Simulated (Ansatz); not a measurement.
# Point defect Mg on the Ga site in beta Ga2O3

These are PBE, PAW (plane waves to 420 eV; Ansatz, a program for electronic structure) values and carry that method's errors. The supercell holds 120 host sites (1×3×2 repeats of a cell of 20 atoms), with a 2×2×2 shifted k-point sampling for the final energies. Site at the start: the Ga(2) site. Charged cells carry a point-charge image correction with potential alignment at far atoms. Dielectric constants: PBE linear response of the host. Host gap at this level: 2.01 eV. These values are not converged in cell size to better than tenths of an eV. The semilocal functional narrows the gap, so deep levels can fall outside it. Spin–orbit coupling is left out. Each state is the lowest found from its start.

Formation energies E_f are given with the Fermi level at the valence-band maximum. Chemical conditions: Ga-rich (Δμ(Ga) = 0.00 eV, Δμ(Mg) = -2.33 eV, bounded by rock-salt MgO; only phases computed here count, gases as isolated molecules at 0 K); O-rich (Δμ(Ga) = -4.56 eV, Δμ(Mg) = -5.37 eV, bounded by rock-salt MgO; only phases computed here count, gases as isolated molecules at 0 K). Reference phases: Ga: alpha gallium, Mg: hcp Mg.

Charges with a result: +1, 0, −1. Others weren't obtained, and one of them could lie lower, also by skipping a charge.

```csv
charge,moment (μB),point group,largest move off a lattice site (Å),image correction with alignment (eV),"E_f, Ga-rich (eV)","E_f, O-rich (eV)"
+1*,not spin-polarised,–,0.08,–,–,–
0†,1.0,–,0.08,0.00,2.41,0.89
−1,not spin-polarised,Cs,0.08,0.19,2.60,1.08
```

* At this level the carrier isn't localised at the defect: at charge +1 holes occupy the valence band. Such a state is shallow or no state of the defect, and this cell gives it no level.

† Not settled in this cell, so no level is given: charge 0: carriers not clearly localised.

Point groups are those of the whole cell at tolerances of 0.03 and 0.1 Å ("near" where only the looser one holds); none is given for unsettled states.

No other site or start that was run ended lower by more than 0.1 eV.

Flagged in the runs: a host whose relaxation on this sampling wasn't shown to rest.
